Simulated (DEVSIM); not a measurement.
Device: Schottky contact on n-type GaN, at 300 K.

Layer 1 from the left is GaN, thickness (μm) 1.90, Nd (cm⁻³) 7.5e16, τn (s) 7.3e-8, τp (s) 7.3e-8.

Left contact: Schottky, work function 5.03 eV, emission velocity 3.5e6 cm/s. Right contact: ohmic. Voltage is applied to the left contact. Recombination: SRH at mid-gap, Auger. Mobility is constant in doping.

This is a model device: material constants are rounded textbook-type values typed into the input, and sizes, dopings and lifetimes were drawn at random. Values at 300 K.

GaN: gap (eV) 3.43, affinity (eV) 4.1, permittivity 9.5, Nc (cm⁻³) 2.3e18, Nv (cm⁻³) 4.6e19, μn (cm²/Vs) 1200, μp (cm²/Vs) 100, Cn (cm⁶/s) 1e-30, Cp (cm⁶/s) 1e-30.

Model (solved in DEVSIM): 1D drift-diffusion, Boltzmann statistics, complete ionisation; no tunnelling, impact ionisation, image-force lowering or self-heating. Metal contacts follow the ideal Schottky-Mott rule: no Fermi-level pinning, no interface dipoles.

Dark forward current:

| |V| (V) | |J| (A/cm²) |
|---|---|
| 0.05 | 1.781e-9 |
| 0.10 | 1.409e-8 |
| 0.15 | 9.920e-8 |
| 0.20 | 6.874e-7 |
| 0.25 | 4.752e-6 |
| 0.30 | 3.284e-5 |
| 0.35 | 0.0002269 |
| 0.40 | 0.001567 |
| 0.45 | 0.01082 |
| 0.50 | 0.07465 |
| 0.55 | 0.5147 |
| 0.60 | 3.540 |
| 0.65 | 24.07 |
| 0.70 | 154.3 |
| 0.75 | 769.4 |
| 0.80 | 2350 |

Work out the local ideality factor n = ΔV / (kT/q · ln(J2/J1)) between the rows 0.15 and 0.20 V, 0.75 and 0.80 V.

kT/q = 25.85 mV. From 0.15 to 0.20 V: ln(6.874e-7/9.920e-8) = 1.936, n = 1.00, near the 1 of diffusion or emission over a barrier. From 0.75 to 0.80 V: ln(2350/769.4) = 1.117, n = 1.73; the layers' resistance at their doping, Σ W/(qμN) = 1.3e-5 Ω cm², would take 21 mV of this step of 50 mV.

Estimate the current at 0.40 V for emission alone, J0 = q v N_band exp(−φB/kT), and read the barrier back from the simulated current.

φB = 0.930 eV, N_band = 2.30e18 cm⁻³, J0 = 3.06e-10 A/cm²; J = J0 (exp(qV/kT) − 1) = 0.00161 A/cm². The simulation gives 0.00157 A/cm²; the estimate lies 2.6 % above. Read backwards, the simulated current gives an apparent barrier of 0.931 eV. The estimate leaves out transport through the depletion region and minority injection.
